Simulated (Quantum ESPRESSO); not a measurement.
**Energy against c/a at fixed volume: hcp Zr (space group 194) (Quantum ESPRESSO, PBE)**

```
Zr
1.0
    3.28014     0.00000     0.00000
   -1.64007     2.84068     0.00000
    0.00000     0.00000     5.02074
Zr
2
Cartesian
  1.64007   0.94689   3.76556
  0.00000   1.89379   1.25519
```

Method of the run: PBE, GBRV 1.5 ultrasoft (PBE) pseudopotentials (plane waves; Quantum ESPRESSO). Settings: ecutwfc = 52 Ry; ecutrho = 416 Ry; occupations = smearing; smearing = fermi-dirac; degauss = 0.0036749 Ry; potentials = {Zr: zr_pbe_v1.uspp.F.UPF}; K_POINTS = automatic 24 24 14 0 0 0; conv_thr = 1e-10 Ry; mixing_beta = 0.4. The cell above is the first row's. The rows change c/a at fixed volume. In all rows fractional positions and the k mesh are held. E is the free energy at the stated smearing, counted from the lowest row.

```csv
c/a,E (meV/atom)
1.5307,?
1.5466,5.20
1.5625,2.49
1.5785,0.77
1.5944,0.00
1.6104,0.13
1.6263,1.12
1.6423,2.89
1.6582,5.40
```

Using a cubic, estimate the missing E at c/a = 1.5307 from the other rows, showing the fit.

With u = c/a - 1.60, the rows have u = -0.05340, -0.03750, -0.02150, -0.00560, 0.01040, 0.02630, 0.04230, 0.05820. Least squares gives E = -0.051 + 0.19·u + 1730.8·u² - 2144·u³. Residuals (row less fit): -0.001, 0.001, 0.004, -0.003, -0.006, 0.008, -0.002, 0.000; standard error 0.005 (degrees of freedom: 4). The fitted curve has its minimum at c/a = 1.60, where E = -0.05. To one more digit the minimum is at c/a = 1.600; the ideal close-packed ratio is 1.633. At the withheld row, u = -0.06930, so E = -0.051 + 0.19 × (-0.06930) + 1730.8 × (-0.06930)² - 2144 × (-0.06930)³ = 8.962 meV/atom. The calculation gives 8.94 meV/atom, 0.022 meV/atom below the prediction (0.2 % of the range of E in the table). The row lies outside the fitted rows, so this is an extrapolation. From the scatter of the fitted rows alone, a prediction at this place has a standard error of 0.015 meV/atom, so the miss is 1.5 times that.

Carrying the step between the two nearest rows on in a straight line would have given 7.91, off by 1.03; series whose last step already gives the withheld value aren't shown. The reference cell has the volume at which an earlier scan in this program and functional put its minimum by a fit; axis ratios and inner coordinates come from a measured-size cell. The runs keep the symmetry of the cell, so they don't test it for distortions. The best c/a moves a little with volume. In metals such curves are sensitive to mesh and smearing. Cutoffs and mesh are single choices, not tested for convergence of this quantity. Series with a scatter that would blur these digits, or in which a gap closes, are not shown. Strain series were run only where this level's volume lies within 10 % of a first guess from the measured size.
